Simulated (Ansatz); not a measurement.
Functionals compared on the (210) surface of fcc Pt in its 1x1 cell, outermost plane spacing 0.89 Å in the ideal cut, in Ansatz (plane waves, PAW). The structure was relaxed with PBE; the other rows are single points on it, each with its references at the same level. Cutoff 420 eV (500 eV for r2SCAN).

Slab: 12 atoms, 9.8 Å thick at the start (thin: gaps and levels are the slab's own); k 10x9x1, smearing 0.1 eV, dipole-corrected; all atoms relaxed; held to the part of the start's symmetry that mesh and held atoms allow; no spin, no spin-orbit, no U. These notes are the PBE run's.

```json
[
 {"functional": "PBE", "surface energy (J/m²)": "1.92", "work function of the top face (eV)": "5.28", "rough cost of the single point": "–"},
 {"functional": "LDA", "surface energy (J/m²)": "(withheld)", "work function of the top face (eV)": "(withheld)", "rough cost of the single point": "roughly 2.6 core-minutes"},
 {"functional": "PBEsol", "surface energy (J/m²)": "2.36", "work function of the top face (eV)": "5.40", "rough cost of the single point": "around 2.5 core-minutes (rough)"},
 {"functional": "RPBE", "surface energy (J/m²)": "1.65", "work function of the top face (eV)": "5.12", "rough cost of the single point": "about 2.4 core-minutes (a rough figure)"},
 {"functional": "r2SCAN", "surface energy (J/m²)": "2.13", "work function of the top face (eV)": "5.31", "rough cost of the single point": "around 5 core-minutes (rough)"}
]
```

**Question.** Some entries are withheld; supply them.

**Answer.** 
- LDA, surface energy (J/m²): 2.55
- LDA, work function of the top face (eV): 5.67

Ansatz is an electronic-structure program.
